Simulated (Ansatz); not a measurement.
An Ansatz (a quantum-chemistry and plane-wave program) input (plane-wave PAW DFT at the r2SCAN level (Ansatz, 500 eV), no spin-orbit coupling):

Ansatz 0.2 input:
```yaml
crystal:
  lattice:
    - [0, 3.2832369194, 3.217572181]
    - [3.2832369194, 0, 3.217572181]
    - [3.2832369194, 3.2832369194, 0]
  atoms:
    - { symbol: Sn, position: [0, 0, 0] }
    - { symbol: Sn, position: [0.25, 0.25, 0.25] }
basis: { ecutwfc: 500, ecutrho_ratio: 4, xc_grid: 4, fft_grid_basis: typed }
kpoints: { mp_grid: { grid: [12, 12, 12] } }
hamiltonian:
  xc: r2scan
  dispersion: none
  pseudopotentials: { kind: paw }
scf: { occupations: { method: fermi_dirac, width: 0.05 }, convergence: { dr2_threshold: 0.0000000002 } }
relax: { f_tol: 0.005, max_steps: 50 }
output: { forces: true, stress: true }
checkpoint: { write: state.ck, write_every: 1000 }
```

Which symmetry and how many k-points will the program report, and about how many plane waves at Γ?

Space group I41/amd (ITA 141) with 16 operations, k-points 163 of 1728, and 1783 plane waves at Γ.

And the final pressure?

0.91 GPa (compression positive).

The cells carry an imposed strain or load. No phonon test of stability was made. The cell was made from Sn in the diamond structure (space group Fd-3m, No. 227) by this change: uniaxial strain ε_zz = −2.00 %.
